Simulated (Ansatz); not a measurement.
System: CsCl-type CoGa. Method: LC-ωPBE (Ansatz, a quantum-chemistry and plane-wave program, PAW).

Numerical settings: plane-wave cutoff 460 eV, 10×10×10 k mesh, Fermi–Dirac smearing 0.05 eV, no spin polarisation, scalar-relativistic PAW data made under PBE.

Computed points:

| V (Å³/atom) | E − E_lowest (meV/atom) | P (GPa) |
|---|---|---|
| 10.374 | 23.96 | 14.73 |
| 10.731 | 2.70 | 4.65 |
| 10.920 | 0.00 | 0.00 |
| 11.193 | 5.20 | -5.99 |
| 11.508 | 23.00 | -11.96 |

Task: What bulk modulus B0 and pressure derivative B′ does a third-order Birch–Murnaghan fit give?

Result: V0 = 10.920 Å³/atom, B0 = 256 GPa, B′ = 4.4 (fit to the energies at full precision).

Note: the run has no spin polarisation, so it can have missed a magnetic state.

Static lattice: no zero-point or thermal effects.
